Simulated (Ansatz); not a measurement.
Results of PBEsol (plane waves, PAW; Ansatz, an electronic-structure program) for GaAs (model structure, started from the BN type, Pm-3n, No. 223, 12 atoms in the cell).

Run with plane-wave cutoff 520 eV, 6×6×6 k mesh, Fermi–Dirac smearing 0.01 eV, scalar-relativistic PAW data made under PBE.

Cell (relaxed at this level):

```xyz
12
Lattice="6.9837 0.0000 0.0000 0.0000 6.9837 0.0000 0.0000 0.0000 6.9837" Properties=species:S:1:pos:R:3 pbc="T T T"
Ga     1.7459     0.0000     3.4918
Ga     3.4918     1.7459     0.0000
Ga     3.4918     5.2377     0.0000
Ga     5.2377     0.0000     3.4918
Ga     0.0000     3.4918     5.2377
Ga     0.0000     3.4918     1.7459
As     1.7459     3.4918     0.0000
As     0.0000     1.7459     3.4918
As     0.0000     5.2377     3.4918
As     5.2377     3.4918     0.0000
As     3.4918     0.0000     5.2377
As     3.4918     0.0000     1.7459
```

Problem. What does this level give for the band gap?

Solution. 
- band gap = 0.28 eV (on the SCF k mesh)

Note: the relaxation could raise the start's symmetry but not lower it, so the cell can be a saddle point.

Spin–orbit coupling is not included.

Static lattice: no zero-point or thermal effects.

Computing time: around 2.4 core-minutes (rough).

A model structure was made by putting elements into a prototype or built by hand; it is no filed structure, need not be a known phase, and can be a saddle point held by its symmetry.
